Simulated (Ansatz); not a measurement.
The reference is Ru in the hcp (Mg type) structure (space group P6_3/mmc, No. 194; a = 2.6914 Å, c = 4.2489 Å; relaxed with 0.1 eV smearing). Axes: x lies along a and z along c of the hexagonal cell.

The values are results of PBEsol (Ansatz, a first-principles code; PAW; 420 eV plane waves; scalar-relativistic without spin-orbit coupling), not measurements.

Base values:

```
Quantity                        Result
-----------------------------  -------
Shortest interatomic distance  2.632 Å
```

Now apply this change: the cell is stretched by 3.00 % along z with no lateral relaxation; the atoms relax in the strained cell.

Problem. How does this affect the energy relative to the base and shortest interatomic distance?

Solution. The energy grows by 25 meV/atom; the shortest interatomic distance goes up by 0.052 Å, from 2.632 Å to 2.684 Å.

No phonon test of stability was made. All final runs are without spin polarisation.
